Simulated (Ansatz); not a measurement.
Take Ru in the hcp (Mg type) structure (space group P6_3/mmc, No. 194; a = 2.676 Å, c = 4.221 Å) as the base.

Calculations: LDA/PAW in Ansatz (a quantum-chemistry and plane-wave program), without spin-orbit coupling.

One change was made to it. Results:

The volume per atom drops by 0.074 Å³ (13.09 Å³ → 13.01 Å³); the band gap remains zero; the c/a ratio stays essentially unchanged (1.577 against 1.578).

Problem. What was done to the base?
(A) pressure 22.5 GPa
(B) pressure 2.1 GPa
(C) pressure −2 GPa

Solution. B, pressure 2.1 GPa. For comparison, the volume per atom in the other runs: pressure 22.5 GPa gives 12.40 Å³; pressure −2 GPa gives 13.16 Å³.

Load acts through the strain it causes; cell and atoms are relaxed under it. No phonon test of stability was made. No other phases were tried under pressure. All final runs are without spin polarisation.
